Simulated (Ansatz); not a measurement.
The starting structures come from a database of crystals and need not be the phases stable at ambient conditions.

 Where the default PAW files enter, the runs use the earlier of Ansatz's two default sets.

Input:

```
CELL_PARAMETERS angstrom
      5.46303    -0.00278     0.00161
     -2.72809     6.66435    -0.01851
     -0.00038     2.25290     4.97695
ATOMIC_POSITIONS crystal
  Mo 0.12500 0.75000 0.12500
  Mo 0.87500 0.25000 0.87500
  Pb 0.62501 0.75000 0.62500
  Pb 0.37499 0.25000 0.37500
  O  0.72133 0.41204 0.65599
  O  0.27867 0.58796 0.34401
  O  0.34400 0.91203 0.80931
  O  0.65600 0.08797 0.19069
  O  0.06803 0.91203 0.27867
  O  0.93197 0.08797 0.72133
  O  0.19070 0.41203 0.93197
  O  0.80930 0.58797 0.06803
```

Space group of this cell: I4_1/a. The cell was relaxed by PBE-D3(BJ); by r2SCAN its mean pressure is -2.0 GPa.

Transport runs along the normal of the first two printed cell vectors, the (010) plane of the conventional cell.

The gap is the functional's own. No spin-orbit coupling. Mid-gap values are interpolated on the energy grid.

Problem. Give the band gap and the smallest decay constant κ at mid-gap that Ansatz (a program for electronic structure) with r2SCAN yields.

Solution. Gap 3.02 eV on a 6×6×6 mesh; κ = 0.300 1/Å, at (0.000, 0.500) of the in-plane reciprocal vectors. At the zone centre, at the nearest computed energy, the slowest state has κ = 0.41 1/Å.
